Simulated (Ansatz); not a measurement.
# Carrier doping in hypothetical I4_132 B

Start from B (space group I4_132, No. 214; a = 4.6529 Å; a hypothetical phase, not in the database extracts checked).

Carriers are added at fixed cell with a uniform background; the Fermi–Dirac width is that of 300 K.

All numbers come from PBE/PAW in Ansatz (a first-principles code), no SOC.

Notes on the quantities. Fermi level from band edge: Fermi level relative to the doped band's edge (positive inside the band; to 0.05 eV).

```tsv
change	Fermi level from band edge	gap between the host's bands	gap character
undoped	–	1.48 eV	indirect, P–H (20 % along) → Γ–P (20 % along)
electrons 1.0×10^21 cm⁻³	+0.10 eV	1.47 eV	indirect, P–H (20 % along) → Γ–P (20 % along)
electrons 1.5×10^21 cm⁻³	+0.15 eV	1.46 eV	indirect, P–H (20 % along) → Γ–P (20 % along)
electrons 2.0×10^21 cm⁻³	+0.15 eV	1.45 eV	indirect, P–H (20 % along) → Γ–P (20 % along)
electrons 1.0×10^22 cm⁻³	+0.60 eV	1.34 eV	indirect, P–H (20 % along) → a point along ⟨111⟩, about 0.3 Å⁻¹ from Γ
holes 1.0×10^21 cm⁻³	+0.10 eV	1.51 eV	indirect, P–H (20 % along) → Γ–P (20 % along)
holes 1.5×10^21 cm⁻³	+0.15 eV	1.52 eV	indirect, P–H (20 % along) → Γ–P (20 % along)
holes 2.0×10^21 cm⁻³	+0.20 eV	1.53 eV	indirect, P–H (20 % along) → Γ–P (20 % along)
holes 1.0×10^22 cm⁻³	+0.55 eV	1.70 eV	indirect, P–H (20 % along) → Γ–P (20 % along)
```

Carriers are added with a uniform compensating background; total energy and stress of such cells depend on the potential's zero and are not compared; many-body gap narrowing is missing at this level. Gaps are Kohn–Sham eigenvalue differences; semilocal functionals usually give less than the measured gap. Whether these cells are dynamically stable was not tested.
